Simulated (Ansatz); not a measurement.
The parent structure is ZnSe in the zinc blende structure (space group F-43m, No. 216; a = 5.5675 Å).

Calculations: Ansatz (a program for electronic structure) LDA, spin-orbit coupling left out.

Before the change:

| Quantity | Value |
|---|---|
| Pressure | 0.00 GPa |
| Valley order | Γ 1.25 eV; L along ⟨111⟩ 2.45 eV; X along ⟨100⟩ 2.69 eV |
| Hole mass | 0.094, 0.55, 0.55 mₑ (at Γ) |

Now apply this change: the cell is scaled by 0.9950 in all directions, atoms relaxed at fixed cell.

### Question
How does this affect the pressure, valley order and hole mass?

### Answer
The pressure goes from zero to 1.11 GPa; the valley order (the lowest conduction-band minima on the path, energy above the VBM, named in the base's zone) goes from Γ 1.25 eV; L along ⟨111⟩ 2.45 eV; X along ⟨100⟩ 2.69 eV to Γ 1.31 eV; L along ⟨111⟩ 2.48 eV; X along ⟨100⟩ 2.66 eV; the hole mass (degenerate bands, along [100]) goes from 0.094, 0.55, 0.55 mₑ (at Γ) to 0.098, 0.54, 0.54 mₑ (at Γ).

The levels and masses belong to the bands next to the band gap. The cells carry an imposed strain or load. Masses are band curvatures over ±0.01 Å⁻¹ around the edge. No phonon test of stability was made.
